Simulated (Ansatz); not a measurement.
The starting structures come from a database of crystals and need not be the phases stable at ambient conditions.

 Where the default PAW files enter, the runs use the earlier of Ansatz's two default sets.

Tunnelling through a barrier is set by its complex band structure: the current falls as exp(−2κd) with the smallest κ.

Given:

```xyz
10
Lattice="4.6148 0.0000 0.0000 0.0000 7.1789 0.0000 0.0000 0.0000 2.7653" Properties=species:S:1:pos:R:3 pbc="T T T"
Mg     2.3074     3.5894     1.3826
Mg     0.0000     0.0000     0.0000
B      0.5379     1.9410     1.3826
B      4.0769     5.2379     1.3826
B      2.8452     1.6485     0.0000
B      1.7695     5.5304     0.0000
C      0.9900     5.5971     1.3826
C      3.6248     1.5818     1.3826
C      3.2973     5.1712     0.0000
C      1.3174     2.0076     0.0000
```

Space group of this cell: Pnnm. The cell is taken as given.

Transport runs along the normal of the first two printed cell vectors.

The gap is the functional's own. No spin-orbit coupling. Mid-gap values are interpolated on the energy grid.

Question: Estimate the band gap and the smallest decay constant κ at mid-gap that r2SCAN (Ansatz, a first-principles code) returns for this system.

Answer: Gap 1.56 eV on a 8×4×12 mesh; κ = 0.218 1/Å, at (0.000, 0.250) of the in-plane reciprocal vectors. At the zone centre, at the nearest computed energy, the slowest state has κ = 0.23 1/Å.
